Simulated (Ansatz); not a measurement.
A 32-atom cell of In(As,Sb) started in the zinc blende structure, site fractions As 0.500, Sb 0.500, short-range order -0.33 among the nearest mixed sites (0 is random, a negative value favours unlike neighbours), space group P-4m2 at the end, an ordered arrangement that its symmetry holds. The mixed sublattice has 16 sites.

The mixing enthalpy is taken against the end members in the zinc blende type, relaxed in the same cell and mesh.

The numbers are results of PBE (plane waves to 420 eV, PAW; Ansatz, a program for electronic structure), not measurements. Scalar-relativistic, without spin–orbit coupling; with elements this heavy it can move edges by tenths of an eV. Its k-point mesh 3×3×3, Fermi–Dirac width 0.01 eV.

```json
[
 {"cell": "InAs", "energy at zero smearing (eV)": "-167271.493"},
 {"cell": "InSb", "energy at zero smearing (eV)": "-193321.396"},
 {"cell": "In2AsSb", "energy at zero smearing (eV)": "-180295.761"}
]
```

Work out the mixing enthalpy per mixed site and the interaction parameter Ω of a regular solution.

With x = 8/16 of the second end member, ΔH = [-180295.761 − 8/16 × (-167271.493) − 8/16 × (-193321.396)] / 16 = 42.7 meV against the separate end members. Ω = ΔH / x(1 − x) = 171 meV.
